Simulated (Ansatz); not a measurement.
**SnTe: uniaxial stress, 5 GPa tension along x**

Consider SnTe in the rock salt structure (space group Fm-3m, No. 225; a = 6.371 Å). Axes: x, y, z lie along the cube axes.

One thing is altered: uniaxial stress, 5 GPa tension along x; all other stress components relax to zero.

All numbers come from r2SCAN in Ansatz (plane waves to 500 eV, PAW, no spin-orbit coupling), earlier PAW set. Γ-centred 13×13×13 mesh, Fermi–Dirac width 0.05 eV.

- Volume per atom: 34.05 Å³ (base 32.33 Å³)
- Space group: I4/mmm (No. 139) (base Fm-3m (No. 225))
- Shortest interatomic distance: 3.180 Å (base 3.186 Å)
- Energy relative to the base (free energy F): +33 meV/atom
- Band gap: 0.09 eV (base 0.13 eV)
- Gap character: direct at N
- Strain response (xx, yy, zz): (+5.72, −0.18, −0.18) %

With Te present, leaving out spin-orbit coupling can change the band edges. Beyond what the load breaks, stability against distortions was not tested. A zero or small gap of SnTe can be the functional's error rather than a property of the material. k-point labels follow each cell's own Brillouin zone.

Ansatz is a quantum-chemistry and plane-wave program.
